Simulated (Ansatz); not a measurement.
For InAs (model structure, started from the cinnabar type, P3₂21, No. 154, 6 atoms in the cell), PBEsol in Ansatz (PAW) gives:

| Quantity | Result |
|---|---|
| lattice constant a | 4.270 Å |
| lattice parameter c | 9.515 Å |

Q: What does PBE-D3(BJ) (plane waves, PAW; Ansatz, a quantum-chemistry and plane-wave program) give for the same quantities?

A: 
- lattice constant a: 4.265 Å (shrinks by 0.1 %)
- lattice parameter c: 9.574 Å (increases by 0.6 %)

Changes are worked out from the printed values.

Unless a cell is named, each level is at its own relaxed cell (PBEsol 25.05, PBE-D3(BJ) 25.14 Å³/atom).

Ansatz's density-functional and Hartree–Fock values are scalar-relativistic unless marked +SOC, with PAW data made under PBE.

A model structure was made by putting elements into a prototype or built by hand; it is no filed structure, need not be a known phase, and can be a saddle point held by its symmetry.
